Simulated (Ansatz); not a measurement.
Rock-salt NaH, treated with PBE-D4 (Ansatz, an electronic-structure program, plane waves, PAW).

Settings: plane-wave cutoff 520 eV, 12×12×12 k mesh, Fermi–Dirac smearing 0.01 eV, scalar-relativistic PAW data made under PBE.

Properties against volume:

| V (Å³/atom) | P (GPa) | direct gap at Γ (eV) | smallest gap on the k mesh (eV) |
|---|---|---|---|
| 12.947 | 1.65 | 15.056 | 3.909 |
| 13.223 | 1.05 | 14.799 | 3.873 |
| 13.498 | 0.50 | 14.551 | 3.838 |
| 13.774 | 0.00 | 14.311 | 3.803 |
| 14.049 | -0.45 | 14.079 | 3.770 |
| 14.325 | -0.86 | 13.855 | 3.738 |
| 14.600 | -1.23 | 13.637 | 3.706 |

The fundamental gap (3.80 eV at the equilibrium volume, with added k points) lies elsewhere than Γ–Γ.
